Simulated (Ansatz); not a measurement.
Results of PBEsol in Ansatz (PAW) for GdNi (Cmcm, No. 63).

Settings: plane-wave cutoff 500 eV, 16×16×14 k mesh (along the axes of the cell as run), Fermi–Dirac smearing 0.1 eV, spin-polarised start, scalar-relativistic PAW data made under PBE.

Computed at the level's own relaxed cell.

Problem. What does this level give for the volume per atom?

Solution. 
* **volume per atom**: 19.51 Å³/atom

The run finds no gap.

Note: the magnetic order was assumed, not searched for or taken from measurement; the 4f shell is treated without U or exact exchange, so its levels and filling can be wrong; the volume lies 6 % below that of the published cell.

Spin–orbit coupling is not included.

Static lattice: no zero-point or thermal effects.

Cost on a shared machine: around 80 core-minutes (rough).

Ansatz is a quantum-chemistry and plane-wave program.
